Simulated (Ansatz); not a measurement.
An Ansatz (a program for electronic structure) run: TlBiS2 with a change (biaxial strain −0.60 %, plane normal [001], relaxed out of plane); Kohn–Sham DFT with the PBEsol functional, run in Ansatz with PAW and 420 eV plane waves, no SOC.

Input:

Ansatz 0.2 input:
```yaml
crystal:
  lattice:
    - [4.0608195778, 0, 0]
    - [2.0304097889, 3.5167729145, 0]
    - [2.0304097889, -1.1722576382, 7.2536762593]
  atoms:
    - { symbol: Tl, position: [0, 0.5, 0.5] }
    - { symbol: Bi, position: [0, 0, 0] }
    - { symbol: S, position: [0.4775208042, 0.2612395979, 0.7837187937] }
    - { symbol: S, position: [0.5224791958, 0.7387604021, 0.2162812063] }
basis: { ecutwfc: 420, ecutrho_ratio: 4, xc_grid: 2, fft_grid_basis: typed }
kpoints: { mp_grid: { grid: [9, 9, 9] } }
hamiltonian:
  xc: pbesol
  dispersion: none
  pseudopotentials: { kind: paw }
scf: { occupations: { method: fermi_dirac, width: 0.05 } }
relax: { f_tol: 0.005, max_steps: 50, cell: { stress_tol: 0.01, fix: [a, b, gamma] } }
output: { forces: true, stress: true }
checkpoint: { write: state.ck, write_every: 1000 }
```

Output (explanatory and most iteration lines left out):

```
Relaxation: its limit of steps is 50 (relax.max_steps)
Pseudopotential: Tl, paw, valence charge 13
Pseudopotential: Bi, paw, valence charge 15
Pseudopotential: S, paw, valence charge 6
Crystal: 4 atoms, lattice volume = 103.590 Å³
Basis set: ecut = 420 eV, 2017 PW (Γ), exchange–correlation on 60×60×108 points (8 copies of the dense FFT grid, shifted against one another)
Bands: 24, of which v1, the nominal top of the filled ones, is band 20 counted from 1 (19 counted from 0)
Symmetry: 12 space group operations
Space group: R-3m (ITA 166), of the structure as read, at distance tolerance 4.7e-5 Å
k-points: 85 of 729
Functional: x = pbesol(κ = 0.804, μ = 0.12345679012345678), c = pbesol(β = 0.046)
SCF iter   1: F=—  HF=-25309.179821 eV  |F-HF|=—  |Δ(HF+E_count)|=         —  Δρ=4.74e-3  dr2=4.33e-2  ethr=1.77e-3  ⟨swp⟩=6.5  Hψ=10023  notcnv=0
SCF iter   2: F=—  HF=-25309.168180 eV  |F-HF|=—  |Δ(HF+E_count)|=   1.16e-2  Δρ=2.02e-3  dr2=7.75e-3  ethr=1.08e-4  ⟨swp⟩=1.8  Hψ=3020  notcnv=0
SCF 1 converged in 6 iterations: F = -25309.166088 eV  dr2 = 8.59e-8
relax step   1: F+E_penalty+E_count = -25309.16608839 eV  Δ(F+E_penalty+E_count) = +0.000e0 eV  max|allowed force component| = 2.729e-2 eV/Å  Δτ_max = 0.0000 Å  P = +0.531 GPa  Ω = 103.590 Å³  fix = [a, b, gamma]  reactions: a +0.633, b +0.633 GPa  (6 SCF iters, dr2 threshold 1.00e-7 eV, accepted)
[... steps on the carried basis left out ...]
relax step   4: F+E_penalty+E_count = -25309.16644400 eV  Δ(F+E_penalty+E_count) = -2.682e-5 eV  max|allowed force component| = 8.243e-5 eV/Å  Δτ_max = 0.0013 Å  P = +0.297 GPa  Ω = 103.981 Å³  energy of the carried Pulay correction = -5.735e-5 eV  fix = [a, b, gamma]  reactions: a +0.446, b +0.446 GPa  (4 SCF iters, dr2 threshold 2.66e-8 eV, accepted)
Crystal: 4 atoms, lattice volume = 103.981 Å³
SCF iter   1: F=—  HF=-25309.166508 eV  |F-HF|=—  |Δ(HF+E_count)|=         —  Δρ=2.50e-5  dr2=2.80e-8  ethr=1.42e-7  ⟨swp⟩=3.4  Hψ=16124  notcnv=0
SCF iter   2: F=—  HF=-25309.166498 eV  |F-HF|=—  |Δ(HF+E_count)|=   1.01e-5  Δρ=1.26e-5  dr2=7.61e-9  ethr=7.01e-11  ⟨swp⟩=2.9  Hψ=4426  notcnv=0
SCF 5 converged in 6 iterations: F = -25309.166500 eV  dr2 = 1.69e-13
SCF converged after 6 iterations
Free energy (F): -25309.166500 eV
Internal energy: -25309.166371 eV  (E = F + TS)
E sigma→0 (E₀):  -25309.166436 eV
Entropy (-TS):   -0.000128 eV (-0.032 meV/atom)
Fermi energy:    8.437928 eV
--- Forces (eV/Å), atoms counted from 1 ---
  atom   1  Tl    -0.00000000     0.00000000     0.00000000
  atom   2  Bi     0.00000000     0.00000000     0.00000000
  atom   3  S     -0.00000000    -0.00000000     0.00009259
  atom   4  S      0.00000000     0.00000000    -0.00009259
--- Stress (GPa, compression-positive) ---
        0.445766       0.000000       0.000000
        0.000000       0.445766       0.000000
        0.000000       0.000000       0.000224
  P = ⅓ Tr σ = 0.2973 GPa (2.973 kbar)
--- Relaxed structure (4 steps of the walk, 3 accepted, 1 SCFs on fresh bases) ---
  cell:  # Å, volume = 103.9807 Å³
    - [4.06081957776536, -6.181817369463384e-42, -1.1101735036977282e-34]
    - [2.03040978888268, 3.5167729145299993, 8.080429057758402e-12]
    - [2.03040978888268, -1.172257638193396, 7.28105957200308]
  atoms:
    - { symbol: Tl, position: [-5.551115123125783e-17, 0.5, 0.5000000000000001] }
    - { symbol: Bi, position: [1.402078954207012e-32, -2.8039232429589026e-32, 3.123506311248093e-44] }
    - { symbol: S, position: [0.47756844484191685, 0.2612157775790415, 0.7836473327371245] }
    - { symbol: S, position: [0.5224315551580827, 0.7387842224209586, 0.21635266726287566] }
```

With Bi and Tl present, leaving out spin-orbit coupling can change the band edges. Stability against distortions was not tested. The cell was made from TlBiS2 (space group R-3m, No. 166) by this change: biaxial strain −0.60 %, plane normal [001], relaxed out of plane.
